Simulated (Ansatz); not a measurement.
# Quick settings and what they miss: LaCoSi2 (Cmcm, 8 atoms in the cell)

Self-consistent single point.

```yaml
crystal:
  lattice:
    - [2.16295, -8.46208, 0.00000]
    - [2.16295, 8.46208, 0.00000]
    - [0.00000, 0.00000, 4.17516]
  atoms:
    - { symbol: La, position: [0.60858, 0.39142, 0.75000] }
    - { symbol: La, position: [0.39142, 0.60858, 0.25000] }
    - { symbol: Co, position: [0.81844, 0.18156, 0.75000] }
    - { symbol: Co, position: [0.18156, 0.81844, 0.25000] }
    - { symbol: Si, position: [0.95629, 0.04371, 0.75000] }
    - { symbol: Si, position: [0.04371, 0.95629, 0.25000] }
    - { symbol: Si, position: [0.24957, 0.75043, 0.75000] }
    - { symbol: Si, position: [0.75043, 0.24957, 0.25000] }
```

Method of the run: r2SCAN, default PAW files made with PBE (plane waves; Ansatz, a first-principles code).

Base settings: basis.ecutwfc = 500 eV; kpoints.mp_grid.grid = 5 5 6; hamiltonian.xc = r2scan; hamiltonian.pseudopotentials = {kind: paw} (the program's default PAW files); scf.occupations.method = methfessel_paxton; scf.occupations.width = 0.1 eV.

Tight run (finer mesh or higher cutoff; not a proven limit): basis.ecutwfc: 500 eV → 700 eV; kpoints.mp_grid.grid: 5 5 6 → 7 7 9; scf.convergence.dr2_threshold: default (1e-07 eV) → 1e-09 eV. It gave Fermi level (on the code's own zero) 11.46 eV; pressure -6.81 GPa; largest force (vector length) 0.209 eV/Å.

Quick runs, as changes from the base:
- A: the base itself
- B: basis.ecutwfc: 500 eV → 400 eV; kpoints.mp_grid.grid: 5 5 6 → 2 2 2; scf.occupations.method: methfessel_paxton → cold; scf.occupations.width: 0.1 eV → 0.2 eV; kpoints.mp_grid.shift: default → 0.5 0.5 0.5; scf.convergence.dr2_threshold: default (1e-07 eV) → 0.001 eV
- C: basis.ecutwfc: 500 eV → 300 eV; kpoints.mp_grid.grid: 5 5 6 → 3 3 3; scf.occupations.method: methfessel_paxton → cold; scf.occupations.width: 0.1 eV → 0.5 eV
- D: basis.ecutwfc: 500 eV → 250 eV; kpoints.mp_grid.grid: 5 5 6 → 1 1 1; hamiltonian.xc: r2scan → lda; scf.occupations.method: methfessel_paxton → gaussian; scf.occupations.width: 0.1 eV → 0.5 eV [LDA (PW92)]
- E: basis.ecutwfc: 500 eV → 350 eV; kpoints.mp_grid.grid: 5 5 6 → 4 4 4; scf.occupations.method: methfessel_paxton → cold; scf.occupations.width: 0.1 eV → 0.136 eV

Energies are extrapolated to zero smearing width, which holds to low order in the width alone.

Dashes: energy of D, another energy zero; count of D, another kind of functional, whose work the count does not hold.

† marks runs with another functional, U, potentials or spin treatment: their distance from the tight run is not a convergence error alone.

The count of work is k-points × plane waves × bands × iterations; it is no time. 

Pressures in the table are Ansatz's without its Pulay estimate, at a fixed set of plane waves; the tight run's value above holds the estimate.

The starting cell comes from a database of computed structures (which also holds hypothetical and non-ambient phases and stackings), without a prior relaxation at this level. Its lattice was rescaled by a random factor within 2.5 % of one. Spin polarisation is off. In the base run, with a pressure of about -7 GPa the cell is away from its equilibrium volume at this level.

| run | energy less tight (meV/atom) | pressure less tight (GPa) | largest miss in a force vector (eV/Å) | count of work / tight |
|---|---|---|---|---|
| A | 0.3 | -0.04 | 0.135 | 0.21 |
| B | 7.5 | -0.05 | 0.336 | 0.0047 |
| C | 180.5 | -11.62 | 0.305 | 0.027 |
| D† | – | -48.44 | 2.678 | – |
| E | 21.7 | -1.53 | 0.168 | 0.080 |

Among the runs at the tight run's level, the energy misses run from 0.3 to 180.5 meV/atom.

Left out of this page: 1 run of the series outside the window shown, repeating another row's setting, or not comparable.

Keys are those of Ansatz 0.2.
